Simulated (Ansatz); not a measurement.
The parent structure is CaC2 (space group C2/m, No. 12; a = 7.0682 Å, b = 3.7770 Å, c = 7.3473 Å, α = 90.00°, β = 106.88°, γ = 90.00°; a cell from a computed database, its experimental status unchecked).

Levels (all Ansatz, a program for electronic structure, PAW): PBEsol (420 eV, scalar-relativistic without spin-orbit coupling); r2SCAN (500 eV, spin-orbit coupling left out); HSE06 (420 eV, no spin-orbit coupling).

One geometry, relaxed with PBEsol, under each level:

| level | band gap | lowest conduction level above the VBM at special points | pressure |
|---|---|---|---|
| PBEsol | 2.07 eV | L₂ 2.07 eV; Γ 2.97 eV; V₂ 3.07 eV; A 3.52 eV | 0.00 GPa |
| r2SCAN | 2.53 eV | L₂ 2.53 eV; Γ 3.45 eV; V₂ 3.53 eV; A 3.99 eV | 1.15 GPa |
| HSE06 | 3.44 eV | L₂ 3.44 eV; Γ 4.46 eV; V₂ 4.49 eV | – |

Single points use the geometry relaxed with PBEsol. Their cutoffs differ, which shifts pressures a little. HSE06 gaps are upper bounds (no full band path). No phonon test of stability was made.
